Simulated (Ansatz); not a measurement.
Take MgS in the rock salt structure (space group Fm-3m, No. 225; a = 5.1292 Å) as the base. Axes: x, y, z lie along the cube axes.

All numbers come from plane-wave PAW DFT at the LDA level (Ansatz, an electronic-structure program, 420 eV), spin-orbit coupling left out.

Modification: tensor shear ε_xy = +1.14 % (engineering shear γ = 0.0228), atoms relaxed at fixed cell.

**Question.** Predict the stress tensor and what it implies for the stiffness.

**Answer.** Stress of the strained cell less that of the base (GPa, compression positive):
```
   0.03   -1.30    0.00
  -1.30    0.03    0.00
   0.00    0.00   -0.02
```

Then −Δσ/γ with γ = 2ε = 0.0228 gives relaxed-ion elastic constants: C66 ≈ 57 GPa.

Stability against distortions was not tested.
